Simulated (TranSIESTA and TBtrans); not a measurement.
Run with TranSIESTA and TBtrans (open boundaries, self-consistent; PseudoDojo norm-conserving potentials, scalar-relativistic): PAO.BasisSize DZP, PAO.EnergyShift 0.15 eV, XC.Authors PBE, Mesh.Cutoff 200 Ry, ElectronicTemperature 300 K, TS.Voltage 0.0 eV, TBT.Elecs.Eta 0.001 eV, no spin polarisation.

Device: Al chain with one C atom inserted. Leads: straight Al chain, spacing 2.597 Å. Geometry: 3 atoms about the centre moved by SIESTA (PBE, DZP) to a largest force of 0.00 eV/Å, all others as built, motion along the axis alone. Transport runs along z; the first 6 and the last 6 of the 19 atoms are the lead cells, repeated to infinity.

```xyz
19
Lattice="9.000 0.000 0.000 0.000 9.000 0.000 0.000 0.000 47.899" Properties=species:S:1:pos:R:3 pbc="F F T"
Al     4.500     4.500     0.000
Al     4.500     4.500     2.597
Al     4.500     4.500     5.194
Al     4.500     4.500     7.791
Al     4.500     4.500    10.388
Al     4.500     4.500    12.985
Al     4.500     4.500    15.582
Al     4.500     4.500    18.179
Al     4.500     4.500    20.819
C      4.500     4.500    22.651
Al     4.500     4.500    24.483
Al     4.500     4.500    27.123
Al     4.500     4.500    29.720
Al     4.500     4.500    32.317
Al     4.500     4.500    34.914
Al     4.500     4.500    37.511
Al     4.500     4.500    40.108
Al     4.500     4.500    42.705
Al     4.500     4.500    45.302
```

Q: Predict: conductance at 300 K (G0 = 2e²/h); thermopower (μV/K); mean T from −0.5 to 0.5 eV.

A: conductance at 300 K (G0 = 2e²/h): 1.35; thermopower (μV/K): -2.3; mean T from −0.5 to 0.5 eV: 0.86. The straight chain is held at its spacing; free chains may zigzag or dimerise. No spin-polarised start was tried, so a magnetic state, if there is one, is missed.
